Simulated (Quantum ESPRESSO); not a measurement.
Quantum ESPRESSO run on Si (Fd-3m, 2 atoms in the cell): self-consistent single point.

Level of theory: PBE, SSSP 1.1.2 efficiency (PBE) pseudopotentials (plane waves; Quantum ESPRESSO 7.5).

```
Si
1.0
   -2.72103     0.00000     2.72103
    0.00000     2.72103     2.72103
   -2.72103     2.72103     0.00000
Si
2
Direct
  0.25000   0.25000   0.25000
  0.00000   0.00000   0.00000
```

Reference input (self-consistent single point, DFT, HSE06, plane waves, PseudoDojo standard norm-conserving (PBE) pseudopotentials): ecutwfc = 40 Ry; occupations = smearing; smearing = gauss; degauss = 0.0036749 Ry; input_dft = hse; nqx1 = 4; nqx2 = 4; nqx3 = 4; potentials = {Si: Si.upf}; K_POINTS = automatic 4 4 4 0 0 0; conv_thr = 1e-10 Ry. This run's input differs from it in these lines:

```diff
@@ -7,2 +7,3 @@
   tprnfor = .true.,
+  tstress = .true.,
 /
@@ -13,3 +14,4 @@
   ntyp = 1,
-  ecutwfc = 40,
+  ecutwfc = 50,
+  ecutrho = 400,
   occupations = 'smearing',
@@ -17,6 +19,2 @@
   degauss = 0.0036749,
-  input_dft = 'hse',
-  nqx1 = 4,
-  nqx2 = 4,
-  nqx3 = 4,
 /
@@ -26,6 +24,6 @@
 ATOMIC_SPECIES
-Si    28.0850  Si.upf
+Si    28.0850  Si.pbe-n-rrkjus_psl.1.0.0.UPF
 ATOMIC_POSITIONS {angstrom}
-Si   -1.3536371963    1.3716292214    1.3785085252
-Si    0.0068793037    0.0111127214    0.0179920252
+Si   -1.3605165000    1.3605165000    1.3605165000
+Si    0.0000000000    0.0000000000    0.0000000000
 K_POINTS {automatic}
```

Log, with long lists cut:

```
     Self-consistent Calculation

     iteration #  1     ecut=    50.00 Ry     beta= 0.70

---- Real-time Memory Report at c_bands before calling an iterative solver
           160 MiB given to the printing process from OS
            27 MiB allocation reported by mallinfo(arena+hblkhd)
------------------

     Threshold (ethr) on eigenvalues was too large:
     Diagonalizing with lowered threshold

---- Real-time Memory Report at c_bands before calling an iterative solver
           164 MiB given to the printing process from OS
            34 MiB allocation reported by mallinfo(arena+hblkhd)
------------------

   [... lines left out ...]

---- Real-time Memory Report at c_bands before calling an iterative solver
           172 MiB given to the printing process from OS
            42 MiB allocation reported by mallinfo(arena+hblkhd)
------------------

     total energy              =     -22.82626799 Ry
     estimated scf accuracy    <          3.5E-10 Ry

     iteration #  7     ecut=    50.00 Ry     beta= 0.70

---- Real-time Memory Report at c_bands before calling an iterative solver
           173 MiB given to the printing process from OS
            43 MiB allocation reported by mallinfo(arena+hblkhd)
------------------
     End of self-consistent calculation

     the Fermi energy is     6.6722 ev

!    total energy              =     -22.82626799 Ry
     estimated scf accuracy    <          3.8E-11 Ry
     smearing contrib. (-TS)   =      -0.00000000 Ry
     internal energy E=F+TS    =     -22.82626799 Ry

     convergence has been achieved in   7 iterations

     Forces acting on atoms (cartesian axes, Ry/au):

     atom    1 type  1   force =    -0.00000000    0.00000000    0.00000000
     atom    2 type  1   force =     0.00000000   -0.00000000   -0.00000000

     Total force =     0.000000     Total SCF correction =     0.000000

          total   stress  (Ry/bohr**3)                   (kbar)     P=       19.93
   0.00013547   0.00000000   0.00000000           19.93        0.00        0.00
   0.00000000   0.00013547  -0.00000000            0.00       19.93       -0.00
   0.00000000  -0.00000000   0.00013547            0.00       -0.00       19.93

   JOB DONE.
```

The run converged in 7 iterations. Against the reference run the gap on the mesh goes from 1.285 to 0.708 eV.

The starting cell comes from a database of computed structures (which also holds hypothetical and non-ambient phases and stackings), without a prior relaxation at this level. Its lattice was rescaled by a random factor within 2.5 % of one.
